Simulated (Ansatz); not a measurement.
System: BaC2 (C2/c, No. 15; cell taken from a computed entry). Method: r²SCAN-D4 (plane waves, PAW; Ansatz, a program for electronic structure).

Numerical settings: plane-wave cutoff 500 eV, 10×10×6 k mesh (along the axes of the cell as run), gaussian smearing 0.02 eV, scalar-relativistic PAW data made under PBE.

Cell (relaxed at this level):

```cif
data_C4Ba2
_chemical_formula_sum 'Ba2 C4'
_space_group_name_H-M_alt 'P 1'
_space_group_IT_number 1
_cell_length_a 4.47234
_cell_length_b 4.47234
_cell_length_c 8.17258
_cell_angle_alpha 105.997
_cell_angle_beta 105.997
_cell_angle_gamma 64.646
loop_
_space_group_symop_operation_xyz
  'x, y, z'
loop_
_atom_site_label
_atom_site_type_symbol
_atom_site_fract_x
_atom_site_fract_y
_atom_site_fract_z
_atom_site_occupancy
Ba1 Ba 0.81206 0.18794 0.25000 1
Ba2 Ba 0.18794 0.81206 0.75000 1
C1 C 0.58374 0.88374 0.44755 1
C2 C 0.41626 0.11626 0.55245 1
C3 C 0.11626 0.41626 0.05245 1
C4 C 0.88374 0.58374 0.94755 1
```

Q: Estimate the band gap that the calculation returns.

A: 
band gap: 2.34 eV (on the SCF k mesh)

Note: the relaxation could not lower the start's symmetry, so the cell can be a saddle point above a distorted one.

Spin–orbit coupling is not included.

Static lattice: no zero-point or thermal effects.
